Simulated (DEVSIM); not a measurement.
Structure: abrupt Si p-n junction, at 300 K.

| layer (left to right) | material | thickness (μm) | Nd (cm⁻³) | Na (cm⁻³) | τn (s) | τp (s) |
|---|---|---|---|---|---|---|
| 1 | Si | 0.310 | - | 4.2e17 | 1.5e-6 | 1.5e-6 |
| 2 | Si | 120 | 4.9e17 | - | 1.5e-6 | 1.5e-6 |

Left contact: ohmic. Right contact: ohmic. Voltage is applied to the left contact. Recombination: SRH at mid-gap, Auger. Mobility is μmin + (μ − μmin)/(1 + (N/Nref)^α).

Constants are typed, rounded textbook-type inputs, not results; the design itself was drawn at random and stands for no fabricated device. Values at 300 K.

```tsv
parameter	Si
gap (eV)	1.124
affinity (eV)	4.05
permittivity	11.7
Nc (cm⁻³)	2.86e19
Nv (cm⁻³)	3.1e19
μn (cm²/Vs)	1417
μp (cm²/Vs)	470
μn,min	52
μp,min	45
Nref,n	9.7e16
Nref,p	2.2e17
αn	0.68
αp	0.72
Cn (cm⁶/s)	2.8e-31
Cp (cm⁶/s)	9.9e-32
```

DEVSIM, 1D drift-diffusion, Boltzmann statistics, complete ionisation; no tunnelling, impact ionisation, image-force lowering or self-heating.

Q: Tabulate band edges, carrier densities and field at zero bias.

A: Energies count from the Fermi level of the right contact; mesh points crowd at the junctions.

```json
[
 {"x (μm)": "0.000", "Ec (eV)": "1.013", "Ev (eV)": "-0.111", "n (cm⁻³)": "280", "p (cm⁻³)": "4.2e17", "field (V/cm)": "≈ 0"},
 {"x (μm)": "0.03025", "Ec (eV)": "1.013", "Ev (eV)": "-0.111", "n (cm⁻³)": "280", "p (cm⁻³)": "4.2e17", "field (V/cm)": "≈ 0"},
 {"x (μm)": "0.09672", "Ec (eV)": "1.013", "Ev (eV)": "-0.111", "n (cm⁻³)": "280", "p (cm⁻³)": "4.2e17", "field (V/cm)": "≈ 0"},
 {"x (μm)": "0.2038", "Ec (eV)": "1.013", "Ev (eV)": "-0.111", "n (cm⁻³)": "280", "p (cm⁻³)": "4.2e17", "field (V/cm)": "≈ 0"},
 {"x (μm)": "0.2888", "Ec (eV)": "0.898", "Ev (eV)": "-0.226", "n (cm⁻³)": "24000", "p (cm⁻³)": "4.9e15", "field (V/cm)": "-110000"},
 {"x (μm)": "0.3154", "Ec (eV)": "0.403", "Ev (eV)": "-0.721", "n (cm⁻³)": "4.9e12", "p (cm⁻³)": "2.4e7", "field (V/cm)": "-200000"},
 {"x (μm)": "0.3554", "Ec (eV)": "0.107", "Ev (eV)": "-1.017", "n (cm⁻³)": "4.6e17", "p (cm⁻³)": "250", "field (V/cm)": "-3100"},
 {"x (μm)": "0.5125", "Ec (eV)": "0.105", "Ev (eV)": "-1.019", "n (cm⁻³)": "4.9e17", "p (cm⁻³)": "240", "field (V/cm)": "≈ 0"},
 {"x (μm)": "0.8196", "Ec (eV)": "0.105", "Ev (eV)": "-1.019", "n (cm⁻³)": "4.9e17", "p (cm⁻³)": "240", "field (V/cm)": "≈ 0"},
 {"x (μm)": "1.595", "Ec (eV)": "0.105", "Ev (eV)": "-1.019", "n (cm⁻³)": "4.9e17", "p (cm⁻³)": "240", "field (V/cm)": "≈ 0"},
 {"x (μm)": "3.371", "Ec (eV)": "0.105", "Ev (eV)": "-1.019", "n (cm⁻³)": "4.9e17", "p (cm⁻³)": "240", "field (V/cm)": "≈ 0"},
 {"x (μm)": "10.36", "Ec (eV)": "0.105", "Ev (eV)": "-1.019", "n (cm⁻³)": "4.9e17", "p (cm⁻³)": "240", "field (V/cm)": "≈ 0"},
 {"x (μm)": "24.02", "Ec (eV)": "0.105", "Ev (eV)": "-1.019", "n (cm⁻³)": "4.9e17", "p (cm⁻³)": "240", "field (V/cm)": "≈ 0"},
 {"x (μm)": "58.52", "Ec (eV)": "0.105", "Ev (eV)": "-1.019", "n (cm⁻³)": "4.9e17", "p (cm⁻³)": "240", "field (V/cm)": "≈ 0"},
 {"x (μm)": "100.4", "Ec (eV)": "0.105", "Ev (eV)": "-1.019", "n (cm⁻³)": "4.9e17", "p (cm⁻³)": "240", "field (V/cm)": "≈ 0"},
 {"x (μm)": "112.2", "Ec (eV)": "0.105", "Ev (eV)": "-1.019", "n (cm⁻³)": "4.9e17", "p (cm⁻³)": "240", "field (V/cm)": "≈ 0"},
 {"x (μm)": "116.9", "Ec (eV)": "0.105", "Ev (eV)": "-1.019", "n (cm⁻³)": "4.9e17", "p (cm⁻³)": "240", "field (V/cm)": "≈ 0"},
 {"x (μm)": "118.9", "Ec (eV)": "0.105", "Ev (eV)": "-1.019", "n (cm⁻³)": "4.9e17", "p (cm⁻³)": "240", "field (V/cm)": "≈ 0"},
 {"x (μm)": "119.9", "Ec (eV)": "0.105", "Ev (eV)": "-1.019", "n (cm⁻³)": "4.9e17", "p (cm⁻³)": "240", "field (V/cm)": "≈ 0"},
 {"x (μm)": "120.2", "Ec (eV)": "0.105", "Ev (eV)": "-1.019", "n (cm⁻³)": "4.9e17", "p (cm⁻³)": "240", "field (V/cm)": "≈ 0"},
 {"x (μm)": "120.3", "Ec (eV)": "0.105", "Ev (eV)": "-1.019", "n (cm⁻³)": "4.9e17", "p (cm⁻³)": "240", "field (V/cm)": "≈ 0"},
 {"x (μm)": "120.3", "Ec (eV)": "0.105", "Ev (eV)": "-1.019", "n (cm⁻³)": "4.9e17", "p (cm⁻³)": "240", "field (V/cm)": "≈ 0"}
]
```
